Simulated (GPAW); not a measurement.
Input and output of a self-consistent single point for AlCo3 (P6_3/mmc, 8 atoms in the cell) (GPAW)

Method of the run: LDA (Perdew-Wang 92), GPAW PAW datasets LDA (gpaw-data 1.0.1) (plane waves; GPAW).

Input as run:

```python
from ase import Atoms
from ase.units import GPa
from gpaw import GPAW

atoms = Atoms(['Al', 'Al', 'Co', 'Co', 'Co', 'Co', 'Co', 'Co'],
              cell=[[5.188533, 0.000000, 0.000000],
                    [-2.594267, 4.493402, 0.000000],
                    [0.000000, 0.000000, 4.177577]],
              scaled_positions=[[0.666667, 0.333333, 0.250000],
                                [0.333333, 0.666667, 0.750000],
                                [0.164880, 0.329760, 0.250000],
                                [0.835120, 0.670240, 0.750000],
                                [0.835120, 0.164880, 0.750000],
                                [0.164880, 0.835120, 0.250000],
                                [0.670240, 0.835120, 0.250000],
                                [0.329760, 0.164880, 0.750000]],
              pbc=True)

atoms.set_initial_magnetic_moments([0.0, 0.0, 3.0, 3.0, 3.0, 3.0, 3.0, 3.0])

calc = GPAW(spinpol=True,
            mode={'name': 'pw', 'ecut': 800},
            xc='LDA',
            kpts=(5, 5, 5),
            occupations={'name': 'methfessel-paxton', 'width': 0.05, 'order': 0},
            nbands=-14,
            convergence={'density': 1e-05, 'energy': 1e-05},
            symmetry={'symmorphic': False, 'tolerance': 0.0005},
            maxiter=150)

atoms.calc = calc

energy = atoms.get_potential_energy()
print('Energy (eV):', round(energy, 6))
forces = atoms.get_forces()
print('Forces (eV/Ang):')
print(forces.round(5))
stress = atoms.get_stress()
print('Stress (GPa, Voigt):', (stress / GPa).round(4))
```

Output, abridged:

```
Input parameters:
  convergence: {density: 1e-05,
                energy: 1e-05}
  kpts: [5 5 5]
  maxiter: 150
  mode: {ecut: 800,
         name: pw}
  nbands: -14
  occupations: {name: methfessel-paxton,
                order: 0,
                width: 0.05}
  spinpol: True
  symmetry: {symmorphic: False,
             tolerance: 0.0005}

species:
  Al:
    name: Aluminium
    Z: 13.0
    valence: 3
    core: 10
    charge: 0.0
    file: Al.LDA.gz

    # Using partial waves for Al as LCAO basis

  Co:
    name: Cobalt
    Z: 27.0
    valence: 9
    core: 18
    charge: 0.0
    file: Co.LDA.gz

    # Using partial waves for Co as LCAO basis

Reference energy: -240186.442839  # eV

Spin-polarized calculation.
Initial magnetic moment: 18.000000

Convergence criteria:
 Maximum [total energy] change in last 3 cyles: 1e-05 eV / valence electron
 Maximum integral of absolute [dens]ity change: 1e-05 electrons / valence electron
 Maximum integral of absolute [eigenst]ate change: 4e-08 eV^2 / valence electron
 Maximum number of scf [iter]ations: 150

Symmetries present (total): 24
Symmetries with fractional translations: 12
125 k-points: 5 x 5 x 5 Monkhorst-Pack grid
15 k-points in the irreducible part of the Brillouin zone
       k-points in crystal coordinates                weights
   0:     0.00000000    0.00000000    0.00000000          1/125
   1:     0.00000000    0.00000000    0.20000000          2/125
   2:     0.00000000    0.00000000    0.40000000          2/125
   [... 7 lines left out ...]
          ...
  14:     0.40000000    0.40000000    0.40000000         12/125

Wave functions: Plane wave expansion
  Cutoff energy: 800.000 eV
  Number of coefficients (min, max): 4969, 5023
  Pulay-stress correction: 0.000000 eV/Ang^3 (de/decut=0.000000)

Occupation numbers: Methfessel-Paxton:
  width: 0.0500  # eV
  order: 0

Eigensolver

Densities:
  Coarse grid: 35*35*28 grid
  Fine grid: 70*70*56 grid
  Total Charge: 0.000000

Density mixing:
  Method: difference
  Backend: pulay
  Linear mixing parameter: 0.05
  old densities: 5
  Damping of long wavelength oscillations: 50

Hamiltonian:
  XC and Coulomb potentials evaluated on a 70*70*56 grid
  External potential:
    NoExternalPotential

Number of atoms: 8
Number of atomic orbitals: 62
Number of bands in calculation: 53
Number of valence electrons: 60
Bands to converge: occupied

Density initialized from atomic densities
  53 bands from LCAO basis set

Atomic positions and initial magnetic moments

Positions:
   0 Al     2.594269    1.497799    1.044394    ( 0.0000,  0.0000,  0.0000)
   1 Al    -0.000003    2.995603    3.133183    ( 0.0000,  0.0000,  0.0000)
   2 Co    -0.000000    1.481744    1.044394    ( 0.0000,  0.0000,  3.0000)
   3 Co     2.594266    3.011658    3.133183    ( 0.0000,  0.0000,  3.0000)
   4 Co     3.905305    0.740872    3.133183    ( 0.0000,  0.0000,  3.0000)
   5 Co    -1.311039    3.752530    1.044394    ( 0.0000,  0.0000,  3.0000)
   6 Co     1.311038    3.752530    1.044394    ( 0.0000,  0.0000,  3.0000)
   7 Co     1.283228    0.740872    3.133183    ( 0.0000,  0.0000,  3.0000)

Unit cell:
           periodic     x           y           z      points  spacing
  1. axis:    yes    5.188533    0.000000    0.000000    35     0.1284
  2. axis:    yes   -2.594267    4.493402    0.000000    35     0.1284
  3. axis:    yes    0.000000    0.000000    4.177577    28     0.1492

  Lengths:   5.188533   5.188534   4.177577
  Angles:   90.000000  90.000000 120.000001

Effective grid spacing dv^(1/3) = 0.1416

     iter     time        total  log10-change:  magmom
                         energy   eigst   dens
iter:   1 --:--:--   -63.482453                   +18.0392
iter:   2 --:--:--   -65.416909   -0.48  -1.58    +12.4463
iter:   3 --:--:--   -65.859037   -1.51  -1.58    +8.8772
iter:   4 --:--:--   -65.823263   -1.61  -1.62    +7.4370
iter:   5 --:--:--   -65.848731   -2.35  -1.86    +7.6130
iter:   6 --:--:--   -65.842693   -2.16  -1.94    +7.5689
iter:   7 --:--:--   -65.827052   -3.36  -2.25    +7.5165
iter:   8 --:--:--   -65.824691   -3.03  -2.29    +7.4676
iter:   9 --:--:--   -65.827239   -3.22  -2.56    +7.4603
iter:  10 --:--:--   -65.824010   -3.53  -2.61    +7.4482
iter:  11 --:--:--   -65.823844   -4.54  -3.06    +7.4361
iter:  12 --:--:--   -65.823762c  -5.20  -3.24    +7.4132
iter:  13 --:--:--   -65.823758c  -5.05  -3.41    +7.4213
iter:  14 --:--:--   -65.823722c  -5.57  -3.67    +7.4255
iter:  15 --:--:--   -65.823721c  -6.00  -3.75    +7.4244
iter:  16 --:--:--   -65.823716c  -6.48  -3.89    +7.4245
iter:  17 --:--:--   -65.823706c  -5.97  -3.92    +7.4240
iter:  18 --:--:--   -65.823709c  -6.52  -4.30    +7.4240
iter:  19 --:--:--   -65.823708c  -7.06  -4.50    +7.4240
iter:  20 --:--:--   -65.823707c  -7.53c -4.44    +7.4238
iter:  21 --:--:--   -65.823707c  -7.40c -4.62    +7.4235
iter:  22 --:--:--   -65.823708c  -8.33c -4.48    +7.4237
iter:  23 --:--:--   -65.823708c  -7.86c -4.69    +7.4238
iter:  24 --:--:--   -65.823708c  -8.38c -4.86    +7.4238
iter:  25 --:--:--   -65.823708c  -8.11c -4.98    +7.4237
iter:  26 --:--:--   -65.823708c  -8.71c -5.13c   +7.4237

Converged after 26 iterations.

Dipole moment: (-0.000000, -0.000000, -0.000000) |e|*Ang

Total magnetic moment: (0.000000, 0.000000, 7.423740)
Local magnetic moments:
   0 Al ( 0.000000,  0.000000, -0.049537)
   1 Al ( 0.000000,  0.000000, -0.049537)
   2 Co ( 0.000000,  0.000000,  1.277554)
   3 Co ( 0.000000,  0.000000,  1.277554)
   4 Co ( 0.000000,  0.000000,  1.277554)
   5 Co ( 0.000000,  0.000000,  1.277554)
   6 Co ( 0.000000,  0.000000,  1.277554)
   7 Co ( 0.000000,  0.000000,  1.277554)

Energy contributions relative to reference atoms: (reference = -240186.442839)

Kinetic:        +39.058197
Potential:      -29.175771
External:        +0.000000
XC:             -75.237987
Entropy (-ST):   -0.009798
Local:           -0.463247
SIC:             +0.000000
--------------------------
Free energy:    -65.828607
Extrapolated:   -65.823708

Spin contamination: 0.374863 electrons
Showing only first 2 kpts
                      Up                     Down
 Kpt  Band  Eigenvalues  Occupancy  Eigenvalues  Occupancy
  0    28      7.70125    1.00000      9.04520    0.00000
  0    29      8.40489    1.00000      9.14238    0.00000
  0    30      8.42744    1.00000      9.68710    0.00000
  0    31      8.50050    1.00000      9.81918    0.00000

  1    28      7.85095    1.00000      9.04883    0.00000
  1    29      8.24628    1.00000      9.04885    0.00000
  1    30      8.38473    1.00000      9.53350    0.00000
  1    31      8.44152    1.00000      9.72815    0.00000

Fermi level: 8.86742

No gap
No difference between direct/indirect transitions
Energy (eV): -65.823708

Forces in eV/Ang:
  0 Al    0.00000    0.00000   -0.00000
  1 Al   -0.00000   -0.00000    0.00000
  2 Co    0.00000   -0.06404    0.00000
  3 Co   -0.00000    0.06404   -0.00000
  4 Co    0.05546   -0.03202   -0.00000
  5 Co   -0.05546    0.03202   -0.00000
  6 Co    0.05546    0.03202    0.00000
  7 Co   -0.05546   -0.03202   -0.00000

Stress tensor:
     0.146333     0.000000     0.000000
     0.000000     0.146333     0.000000
     0.000000     0.000000     0.143445
Stress (GPa, Voigt): [23.4451 23.4451 22.9824  0.      0.      0.    ]
```

The run converged in 26 iterations. GPAW prints stress with tension positive.

The starting cell comes from a database of computed structures (which also holds hypothetical and non-ambient phases and stackings), without a prior relaxation at this level. Its lattice was rescaled by a random factor within 2.5 % of one. The magnetic order is the one reached from the typed start; others were not searched systematically. With a pressure of about -23 GPa the cell is away from its equilibrium volume at this level.

Cost on one core of a shared machine: roughly 3 min.
